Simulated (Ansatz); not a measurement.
# Mo3Si: response to strain

Start from Mo3Si in the A15 (Cr3Si type) structure (space group Pm-3n, No. 223; a = 4.8850 Å). Axes: x, y, z lie along the cube axes.

Strains are applied to the cell and any free atomic positions relax; under biaxial strain the out-of-plane vector relaxes too.

Level of theory: Kohn–Sham DFT with the r2SCAN functional, run in Ansatz (a first-principles code) with PAW and 500 eV plane waves, spin-orbit coupling left out, earlier PAW set.

Notes on the quantities. energy relative to the base: free energy F; pressure: mean of the normal stresses, compression positive.

| change | energy relative to the base | space group | pressure | volume per atom |
|---|---|---|---|---|
| base | 0 meV/atom | Pm-3n (No. 223) | 0.0 GPa | 14.57 Å³ |
| biaxial strain −1.67 %, plane normal [001], relaxed out of plane | +15 meV/atom | P4_2/mmc (No. 131) | 6.8 GPa | 14.23 Å³ |
| biaxial strain −0.67 %, plane normal [001], relaxed out of plane | +2.3 meV/atom | P4_2/mmc (No. 131) | 2.6 GPa | 14.43 Å³ |
| biaxial strain +1.11 %, plane normal [001], relaxed out of plane | … | P4_2/mmc (No. 131) | … | … |
| biaxial strain +0.78 %, plane normal [110], relaxed out of plane | +2.6 meV/atom | Cccm (No. 66) | -2.4 GPa | 14.71 Å³ |
| uniaxial strain ε_yy = −0.14 % | 0.0 meV/atom | P4_2/mmc (No. 131) | 0.4 GPa | 14.55 Å³ |
| uniaxial strain ε_yy = +1.95 % | +8.1 meV/atom | P4_2/mmc (No. 131) | -4.8 GPa | 14.86 Å³ |

Question: Some entries are withheld; estimate them.

Answer: 
- biaxial strain +1.11 %, plane normal [001], relaxed out of plane, energy relative to the base: +6.1 meV/atom
- biaxial strain +1.11 %, plane normal [001], relaxed out of plane, pressure: -3.9 GPa
- biaxial strain +1.11 %, plane normal [001], relaxed out of plane, volume per atom: 14.80 Å³

Without a gap, meshes like the base's 10×10×10 leave anisotropic stresses uncertain by several tenths of a GPa, and small strain energies with them. Stability against distortions was not tested. The final runs are not spin-polarised.
